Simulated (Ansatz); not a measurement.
The parent structure is Mo in the bcc (W type) structure (space group Im-3m, No. 229; a = 3.112 Å; relaxed with 0.1 eV smearing). Axes: x, y, z lie along the cube axes.

Computed with LDA (Ansatz, a first-principles code; PAW; 420 eV plane waves; scalar-relativistic without spin-orbit coupling).

Base values:

- Pressure: 0.0 GPa

Now apply this change: uniaxial strain ε_zz = +1.00 %, all other strain components held at zero, atoms relaxed at fixed cell.

Question: Predict the new energy relative to the base.

Answer: The energy grows by 2.4 meV/atom.

Question: What happens to the pressure?

Answer: The pressure (mean of the normal stresses, compression positive) goes from zero to -2.8 GPa.

Whether these cells are dynamically stable was not tested. The final runs are not spin-polarised.
